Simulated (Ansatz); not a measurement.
Consider BiAu₂ in the cubic Laves (MgCu2 type) structure (space group Fd-3m, No. 227; a = 7.945 Å).

Computed with DFT with PBEsol, PAW potentials and a 420 eV plane-wave cutoff in Ansatz (an electronic-structure program), scalar-relativistic without spin-orbit coupling.

Before the change:

| Property | Result |
|---|---|
| Lattice parameter a | 15.013 bohr |

Modification: every Bi is replaced by B; the structure is relaxed again.

Task: Predict the new lattice parameter a.

Result: The lattice parameter a shrinks by 0.788 bohr, from 15.013 bohr to 14.225 bohr.

Whether these cells are dynamically stable was not tested. As relaxed here, Au2B is a hypothetical phase, not in the database extracts checked. The final runs are not spin-polarised.
